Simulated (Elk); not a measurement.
How far to go with the k-point mesh at a smearing width of 0.02 eV: Pb (Fm-3m, 1 atom in the cell)

```yaml
crystal:
  lattice:
    - [0.00000, 2.46758, 2.46758]
    - [2.46758, 0.00000, 2.46758]
    - [2.46758, 2.46758, 0.00000]
  atoms:
    - { symbol: Pb, position: [0.00000, 0.00000, 0.00000] }
```

Computed with Elk with PBE, all-electron FP-LAPW, Elk's shipped species files, default APW+lo basis.

Base settings: xctype = 20; swidth = 0.00367493 Ha; ngridk = 8 8 8; maxscl = 100.

In this ladder: swidth = 0.000734986 Ha.

Only quantities that move along the ladder and can be compared are tabulated.

The starting cell has typed, rounded lattice constants, without a prior relaxation at this level. Its lattice was rescaled by up to half a per cent. Values depend on the basis (sphere radii, cutoffs, local orbitals), which need not be converged.

| ngridk | free energy less the last step's (meV/atom) |
|---|---|
| 4 4 4 | 154.35 |
| 5 5 5 | 26.75 |
| 6 6 6 | 102.67 |
| 7 7 7 | 0.35 |
| 9 9 9 | -19.17 |
| 10 10 10 | 2.19 |
| 13 13 13 | 4.41 |
| 15 15 15 | 0.42 |
| 18 18 18 | 4.23 |
| 22 22 22 | 0.60 |
| 27 27 27 | 0.00 |

Coarsest ngridk that holds the free energy within 2 meV/atom of the last step, with all finer ones: 22 22 22; the step before is off by 4.2 meV/atom.
